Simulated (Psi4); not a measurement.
Psi4 1.11, HF/def2-tzvp: Hf(Br)3(H) ([Br][HfH]([Br])[Br]), 5 atoms. The geometry is a generated start, not checked to be a minimum at this level.

```
Quantity                                              Value
--------------------------  -------------------------------
task                                                 energy
method                                                  scf
basis                                             def2-tzvp
memory                                                 3 GB
maxiter                                                 100
keys of the molecule block                      symmetry c1
scf_type                                       df (default)
e_convergence                               1e-06 (default)
d_convergence                               1e-06 (default)
effective core potentials   those of the basis set, past Kr
basis functions                                         190
```

```xyz
5

Hf    -0.0869    -0.1330     0.1930
Br    -0.3319     2.3635     0.3914
Br     2.3632    -0.5139    -0.1839
Br    -1.1908    -0.7114    -1.9882
H     -0.7537    -1.0053     1.5877
```

Charge 0 and multiplicity 1 are set for this test and not shown to be the ground state.

With the defaults (damping_percentage = 0, soscf = false, soscf_start_convergence = 0.01, guess = auto, which took SAD, scf_initial_accelerator = adiis, level_shift = 0, level_shift_cutoff = 0.01, diis_start = 1, diis_max_vecs = 10) it converges in 9 SCF iterations. One run each on 2 threads, with these changes:
- soscf = true, soscf_start_convergence = 0.001
- scf_initial_accelerator = none
- guess = gwh
- guess = core
- diis_start = 4
- soscf = true, soscf_start_convergence = 0.1
- damping_percentage = 60
- level_shift = 0.1, level_shift_cutoff = 0.001
- diis_max_vecs = 6

Problem. Which of these changes keep the SCF from converging, or lead it to another solution?

Solution. No convergence: damping_percentage = 60 (the run ends without SCF convergence in 100 iterations). The rest reach the solution of the defaults.

```tsv
setting	SCF iterations	JK calls	end
soscf = true, soscf_start_convergence = 0.001	6	17	same solution
soscf = true, soscf_start_convergence = 0.1	6	22	same solution
the defaults	9	10	same solution
scf_initial_accelerator = none	9	10	same solution
level_shift = 0.1, level_shift_cutoff = 0.001	9	10	same solution
diis_max_vecs = 6	9	10	same solution
diis_start = 4	11	12	same solution
guess = core	13	13	same solution
guess = gwh	14	14	same solution
damping_percentage = 60	100	101	no convergence
```

An SOSCF iteration holds several JK calls; a Hückel guess adds calls on atoms.
